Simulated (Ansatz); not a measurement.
The starting structures come from a database of crystals and need not be the phases stable at ambient conditions.

 Where the default PAW files enter, the runs use the earlier of Ansatz's two default sets.

Input:

```
CELL_PARAMETERS angstrom
      3.65429     0.00000     0.00000
      0.00000     3.65429     0.00000
      1.82714     1.82714     2.58397
ATOMIC_POSITIONS crystal
  Be 0.00000 0.00000 0.00000
  Se 0.75000 0.25000 0.50000
```

Space group of this cell: F-43m, zinc blende. The cell is taken as given; by PBEsol its mean pressure is -1.7 GPa.

The current runs along the normal of the first two printed vectors, the (001) plane. All runs by Ansatz (a program for electronic structure), plane waves and PAW, without spin-orbit coupling; the base is PBEsol.

| run | mean pressure (GPa) | gap (eV) | mid-gap κ (1/Å) |
|---|---|---|---|
| base | -1.7 | 2.52 | 0.224 |
| all lengths scaled by 0.98 | 3.2 | ___ | ___ |
| all lengths scaled by 1.02 | -5.6 | 2.63 | 0.216 |
| lda in place of pbesol | -3.9 | ___ | ___ |
| lengths across the current scaled by 0.98, ions clamped | 1.4 | 2.34 | 0.233 |
| lengths along the current scaled by 0.97, ions clamped | 0.6 | 2.21 | 0.219 |
| lengths along the current scaled by 1.03, ions clamped | -3.8 | ___ | ___ |

**Question.** What belongs in the gaps?

**Answer.** 
- all lengths scaled by 0.98, gap (eV): 2.38
- all lengths scaled by 0.98, mid-gap κ (1/Å): 0.230
- lda in place of pbesol, gap (eV): 2.51
- lda in place of pbesol, mid-gap κ (1/Å): 0.223
- lengths along the current scaled by 1.03, ions clamped, gap (eV): 2.46
- lengths along the current scaled by 1.03, ions clamped, mid-gap κ (1/Å): 0.226
